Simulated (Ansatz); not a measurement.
Base system: MgTe in the zinc blende structure (space group F-43m, No. 216).

```yaml
crystal:
  lattice:
    - [0.00000, 3.18405, 3.18405]
    - [3.18405, 0.00000, 3.18405]
    - [3.18405, 3.18405, 0.00000]
  atoms:
    - { symbol: Mg, position: [0.00000, 0.00000, 0.00000] }
    - { symbol: Te, position: [0.25000, 0.25000, 0.25000] }
```

Cartesian axes are those of the cell as printed.

Method: Kohn–Sham DFT with the LDA functional, run in Ansatz (a quantum-chemistry and plane-wave program) with PAW and 420 eV plane waves, no SOC.

For the base:

* **Shortest interatomic distance**: 2.757 Å
* **Valley order**: Γ 2.38 eV; X along ⟨100⟩ 2.66 eV; L along ⟨111⟩ 3.17 eV

One thing is altered: uniaxial strain ε_zz = +2.50 %, all other strain components held at zero, atoms relaxed at fixed cell.

Task: What does the calculation give for the shortest interatomic distance and valley order after the change?

Result: The shortest interatomic distance goes up by 0.0232 Å to 2.781 Å; the valley order (the lowest conduction-band minima on the path, energy above the VBM, named in the base's zone) goes from Γ 2.38 eV; X along ⟨100⟩ 2.66 eV; L along ⟨111⟩ 3.17 eV to Γ 2.24 eV; X along [010] 2.65 eV; X along [001] 2.71 eV; L along [111] 3.08 eV.

With Te present, leaving out spin-orbit coupling can change the band edges. The levels and masses belong to the bands next to the band gap. No phonon test of stability was made.
